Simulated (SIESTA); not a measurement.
SIESTA run on LuCd (P4mm, 2 atoms in the cell): self-consistent single point

Level of theory: GGA PBEsol, numerical atomic orbitals DZP, PseudoDojo PBEsol standard norm-conserving potentials (rewritten from UPF to PSML) run with SIESTA.

This input was run:

```
# files in the folder: Lu.psml Cd.psml (PseudoDojo PBEsol standard)
SystemName  LuCd
SystemLabel siesta

NumberOfAtoms                2
NumberOfSpecies              2
%block ChemicalSpeciesLabel
  1 71 Lu
  2 48 Cd
%endblock ChemicalSpeciesLabel
LatticeConstant              1.0 Ang
%block LatticeVectors
     3.622785000    0.000000000    0.000000000
     0.000000000    3.622785000    0.000000000
     0.000000000    0.000000000    3.622785000
%endblock LatticeVectors
AtomicCoordinatesFormat      Ang
%block AtomicCoordinatesAndAtomicSpecies
     1.811392500    1.811392500    1.861394179  1
     0.000000000    0.000000000    0.000000000  2
%endblock AtomicCoordinatesAndAtomicSpecies

XC.functional                GGA
XC.authors                   PBEsol
PAO.BasisSize                DZP
PAO.EnergyShift              0.01 Ry
MeshCutoff                   350 Ry
%block kgrid.MonkhorstPack
    7   0   0  0.0
    0   7   0  0.0
    0   0   7  0.0
%endblock kgrid.MonkhorstPack
OccupationFunction           FD
ElectronicTemperature        0.1 eV

MaxSCFIterations             150
SCF.Mixer.Method             Pulay
SCF.Mixer.Weight             0.2
SCF.Mixer.History            6
SCF.DM.Tolerance             1.0E-05
Diag.ParallelOverK           true
WriteForces                  true
```

Output (repeated stretches shortened):

```
reinit: Reading from file input.fdf

reinit: System Name: LuCd
reinit: System Label: siesta

coor:   Atomic-coordinates input format  =     Cartesian coordinates
coor:                                          (in Angstroms)

siesta: Atomic coordinates (Bohr) and species
siesta:      3.42304   3.42304   3.51753  1        1
siesta:      0.00000   0.00000   0.00000  2        2

siesta: System type = bulk

initatomlists: Number of atoms, orbitals, and projectors:      2    52    50

siesta: ******************** Simulation parameters ****************************
redata: Spin configuration                          = none
redata: Time-Reversal Symmetry                      = T
redata: Number of Atomic Species                    =        2
redata: Mesh Cutoff                                 =   350.0000 Ry
redata: Net charge of the system                    =     0.0000 |e|
redata: Min. number of SCF Iter                     =        0
redata: Max. number of SCF Iter                     =      150
redata: SCF convergence failure will abort job
redata: SCF mix quantity                            = Hamiltonian
redata: Mix DM or H after convergence               =   F
redata: Recompute H after scf cycle                 =   F
redata: Mix DM in first SCF step                    =   T
redata: No kicks to SCF
redata: DM Mixing Weight for Kicks                  =     0.5000
redata: Require Harris convergence for SCF          =   F
redata: Harris energy tolerance for SCF             =     0.000100 eV
redata: Require DM convergence for SCF              =   T
redata: DM tolerance for SCF                        =     0.000010
redata: Require EDM convergence for SCF             =   F
redata: EDM tolerance for SCF                       =     0.001000 eV
redata: Require H convergence for SCF               =   T
redata: Hamiltonian tolerance for SCF               =     0.001000 eV
redata: Require (free) Energy convergence for SCF   =   F
redata: (free) Energy tolerance for SCF             =     0.000100 eV
redata: Using DFT-D3 dispersion                     =   F
redata: Using Saved Data (generic)                  =   F
redata: Method of Calculation                       = Diagonalization
redata: Electronic Temperature                      =  1160.4518 K
redata: Number of TDED substeps                     =        3
redata: Dynamics option                             = Single-point calculation
redata: Save all siesta data in one NC              =   F
redata: ***********************************************************************

%block SCF.Mixers
  Pulay
%endblock SCF.Mixers

%block SCF.Mixer.Pulay
  # Mixing method
  method pulay
  variant stable

  # Mixing options
  weight 0.2000
  weight.linear 0.2000
  history 6
%endblock SCF.Mixer.Pulay

DM_history_depth set to one: no extrapolation allowed by default for geometry relaxation
Size of DM history Fstack: 1
Total number of electrons:    45.000000
Total ionic charge:    45.000000

* ProcessorY, Blocksize:    1  53

* Orbital distribution balance (max,min):    52    52

 Kpoints in:          196 . Kpoints trimmed:          172

siesta: k-grid: Number of k-points = 172
siesta: k-points from Monkhorst-Pack grid
siesta: k-cutoff (effective) =    12.680 Ang
siesta: k-point supercell and displacements
siesta: k-grid:     7     0     0      0.000
siesta: k-grid:     0     7     0      0.000
siesta: k-grid:     0     0     7      0.000

diag: Algorithm                                     = D&C
diag: Parallel over k                               =   F
diag: Use parallel 2D distribution                  =   F
diag: Parallel block-size                           = 53
diag: Parallel distribution                         =     1 x     1
diag: Used triangular part                          = Lower
diag: Absolute tolerance                            =  0.100E-15
diag: Orthogonalization factor                      =  0.100E-05
diag: Memory factor                                 =  1.0000

superc: Internal auxiliary supercell:     5 x     5 x     5  =     125
superc: Number of atoms, orbitals, and projectors:    250   6500   6250

                        Single-point calculation

superc: Internal auxiliary supercell:     5 x     5 x     5  =     125
superc: Number of atoms, orbitals, and projectors:    250   6500   6250

outcell: Unit cell vectors (Ang):
        3.622785    0.000000    0.000000
        0.000000    3.622785    0.000000
        0.000000    0.000000    3.622785

outcell: Cell vector modules (Ang)   :    3.622785    3.622785    3.622785
outcell: Cell angles (23,13,12) (deg):     90.0000     90.0000     90.0000
outcell: Cell volume (Ang**3)        :     47.5475
new_DM -- step:     1
Initializing Density Matrix...

Attempting to read DM from file... Failed...
DM filled with atomic data:

InitMesh: MESH = 48 x 48 x 48 = 110592
InitMesh: Mesh cutoff (required, used) =   350.000   485.176 Ry

stepf: Fermi-Dirac step function

        iscf     Eharris(eV)        E_KS(eV)     FreeEng(eV)     dDmax    Ef(eV) dHmax(eV)
   scf:    1   -11453.196132   -11466.847955   -11466.890987  1.416435 -2.343335 13.308414
   scf:    2   -11472.434920   -11470.028685   -11470.070502  0.366338 -2.544265  5.672075
   scf:    3   -11471.361622   -11470.857153   -11470.902322  0.251774 -2.734550  1.721423
   scf:    4   -11470.907108   -11470.897451   -11470.946924  0.085146 -2.846378  0.523322
   scf:    5   -11470.864978   -11470.890513   -11470.941860  0.039209 -2.871725  0.751006
   scf:    6   -11470.907934   -11470.902806   -11470.952302  0.022280 -2.870294  0.087998
   scf:    7   -11470.902651   -11470.902736   -11470.952388  0.001828 -2.872168  0.043477
   scf:    8   -11470.902459   -11470.902613   -11470.952421  0.001318 -2.873424  0.015546
   scf:    9   -11470.902662   -11470.902639   -11470.952425  0.000534 -2.873738  0.000466
   scf:   10   -11470.902640   -11470.902640   -11470.952425  0.000018 -2.873753  0.000060
   scf:   11   -11470.902641   -11470.902640   -11470.952425  0.000010 -2.873750  0.000028

SCF Convergence by DM+H criterion
max |DM_out - DM_in|         :     0.0000096022
max |H_out - H_in|      (eV) :     0.0000278893
SCF cycle converged after 11 iterations

Using DM_out to compute the final energy and forces

siesta: E_KS(eV) =           -11470.9026

siesta: E_KS - E_eggbox =    -11470.9026

siesta: Atomic forces (eV/Ang):
     1    0.000000   -0.000000   -0.117890
     2    0.000000    0.000000    0.137928
   Tot    0.000000   -0.000000    0.020038
   Max    0.137928
   Res    0.074075    sqrt( Sum f_i^2 / 3N )
   Max    0.137928    constrained

Stress tensor Voigt[x,y,z,yz,xz,xy] (kbar):       17.60       17.60       15.18       -0.00        0.00       -0.00
(Free)E + p*V (eV/cell)   -11471.4508
Target enthalpy (eV/cell)   -11470.9524

siesta: Program's energy decomposition (eV):
siesta: Ebs     =     -1152.030995
siesta: Eions   =     16100.215562
siesta: Ena     =      1711.282581
siesta: Ekin    =      5887.099857
siesta: Enl     =     -1381.254939
siesta: Eso     =         0.000000
siesta: Edftu   =         0.000000
siesta: DEna    =        69.851042
siesta: DUscf   =         1.632626
siesta: DUext   =         0.000000
siesta: Ex      =     -1562.086796
siesta: Ec      =       -97.211450
siesta: Exc     =     -1659.298245
siesta: Eharris =    -11470.902641
siesta: Etot    =    -11470.902640
siesta: FreeEng =    -11470.952425

siesta: Atomic forces (eV/Ang):
siesta:      1    0.000000   -0.000000   -0.117890
siesta:      2    0.000000    0.000000    0.137928
siesta: ----------------------------------------
siesta:    Tot    0.000000   -0.000000    0.020038

siesta: Stress tensor (static) (eV/Ang**3):
siesta:     0.010984   -0.000000    0.000000
siesta:    -0.000000    0.010984   -0.000000
siesta:     0.000000   -0.000000    0.009475

siesta: Cell volume =         47.547500 Ang**3

siesta: Pressure (static):
siesta:                Solid            Molecule  Units
siesta:          -0.00011416         -0.00009598  Ry/Bohr**3
siesta:          -0.01048127         -0.00881214  eV/Ang**3
siesta:         -16.79284474        -14.11859885  kBar
```

The run converged in 11 iterations.

The starting cell comes from a database of computed structures (which also holds hypothetical and non-ambient phases and stackings), without a prior relaxation at this level. Its lattice was rescaled by up to half a per cent. One atom was moved a little off its site on purpose. Values carry the incompleteness of an atom-centred basis.

Cost on one core of a shared machine: roughly 60 s.
